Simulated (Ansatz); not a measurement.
A user runs Ansatz (an electronic-structure program) on Al2O3 (R-3c, 10 atoms in the cell) and asks whether the run is sound. The aim is a self-consistent single point with DFT, PBE, plane waves, PAW files.

Cell that was meant: a = 5.2183 Å, b = 5.2183 Å, c = 5.2183 Å, α = 55.29°, β = 55.29°, γ = 55.29°.

Part of the input:

Ansatz 0.2 input:
```yaml
    - { symbol: O, position: [0.75000000, 0.05614000, 0.44386000] }
    - { symbol: O, position: [0.55614000, 0.25000000, 0.94386000] }
    - { symbol: O, position: [0.44386000, 0.75000000, 0.05614000] }
basis:
  ecutwfc: 30
kpoints:
  mp_grid: { grid: [6, 6, 6] }
hamiltonian:
```

Output (repeated stretches shortened):

```
   [... lines left out ...]
Functional: x = pbe(κ = 0.804, μ = 0.2195149727645171), c = pbe(β = 0.06672455060314922)
WARN: davidson cushion has no bands at a k-point of this basis, and needs 3 to protect the highest requested band  (no smearing …
SCF iter   1: F=—  HF=-5074.059653 eV  |F-HF|=—  |Δ(HF+E_count)|=         —  Δρ=8.78e-1  dr2=5.77e2  ethr=3.10e-3  ⟨swp⟩=1.0  Hψ=1060  notcnv=0
all-band conjugate gradients solve this SCF's bands
   [... lines left out ...]
WARN: the bands overlap at the fill by count (24 filled at each k-point of a channel) …
SCF 1 converged in 8 iterations: F = -4636.360514 eV  dr2 = 2.54e-8
Free energy (F): -4636.360514 eV
Internal energy: -4636.360514 eV  (E = F + TS)
E sigma→0 (E₀):  -4636.360514 eV
Fermi energy:    24.255986 eV
--- Forces (eV/Å), atoms counted from 1 ---
  atom   1  Al    -0.00000000     0.00000000    -5.94973034
  atom   2  Al     0.00000000    -0.00000000     5.94973034
  atom   3  Al     0.00000000    -0.00000000     5.94973034
  atom   4  Al    -0.00000000     0.00000000    -5.94973034
  atom   5  O    -12.28358967     0.00000000    -0.00000000
  atom   6  O     12.28358967    -0.00000000     0.00000000
  atom   7  O      6.14179483   -10.63790070    -0.00000000
  atom   8  O     -6.14179483    10.63790070     0.00000000
   [... lines left out ...]
--- Stress (GPa, compression-positive) ---
     -368.100025       0.000000      -0.000000
       -0.000000    -368.100025       0.000000
       -0.000000       0.000000    -432.140053
  P = ⅓ Tr σ = -389.4467 GPa (-3894.467 kbar)
  The stress holds no Pulay correction (an occupied level lies too near the plane-wave cutoff): it is that at fixed plane waves, as pw.x and ABINIT print it
```

### Question
Is this run sound? If not, what is wrong?

### Answer
The run is not sound. The fault is this: a cutoff meant in Ry typed as a bare number, read as eV. A bare number is read in the key's own unit, and eV, Ry (13.6 eV) and Ha (27.2 eV) lie far apart, so the setting ends up far from the one that was meant. To fix it, convert the value to the unit that the key expects. The run converged in 8 iterations without an error; against the sound input the free energy goes up by 93.3 eV/atom, the pressure goes from -4.79 to -389.4 GPa, the largest force goes from 0.018 to 12.28 eV/Å and no clean gap remains on the mesh (levels overlap or are partly filled), against 5.60 eV before. The full log also holds (shortened here): “WARN: iter 1: σ=0 fill of 24 bands saw a band overlap (occupied 22.9535 eV > unoccupied 19.6833 eV) — on an unconverged iterate often a transient of an (band_overlap_at_count)”.

The sound input it was made from differs as follows (other fixes are possible):
```diff
-basis:
-  ecutwfc: 30
```

With that input, the run converged in 7 iterations: free energy E − TS (on the zero of these files) -5569.6281 eV; top of the valence band (on the code's own zero) 7.05 eV; gap on the k-point mesh 5.60 eV; pressure -4.79 GPa; largest force (vector length) 0.018 eV/Å (DFT, PBE, plane waves, PAW files).

On the sound input: the starting cell comes from a database of computed structures (which also holds hypothetical and non-ambient phases and stackings), without a prior relaxation at this level. Its lattice was rescaled by a random factor within 2.5 % of one. With a pressure of about -5 GPa the cell is away from its equilibrium volume at this level. Ansatz's pressure includes its estimate of the finite-basis (Pulay) stress.
